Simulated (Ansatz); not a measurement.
The starting structures come from a database of crystals and need not be the phases stable at ambient conditions.

 Where the default PAW files enter, the runs use the earlier of Ansatz's two default sets.

By PBEsol, the system below comes out a metal.

Without scattering a metal conducts by its projected Fermi surface.

Given:

```yaml
crystal:
  lattice:
    - [4.05970, 0.00000, 0.00000]
    - [1.90226, 3.58645, 0.00000]
    - [2.02985, 1.22107, 0.83585]
  atoms:
    - { symbol: Cu, position: [0.00000, 0.00000, 0.00000] }
```

Space group of this cell: I4/mmm. The cell is strained (all lengths scaled by 1.02); by PBEsol its mean pressure is -9.6 GPa.

The current flows along the normal of the first two printed cell vectors, the (111) plane of the conventional cell. No spin-orbit coupling; the value is a mean over 0.1 eV about the Fermi level.

Predict the ballistic conductance per area from Ansatz (a program for electronic structure) with PBEsol.

1.2 × 10¹⁵ S/m² for both spins.
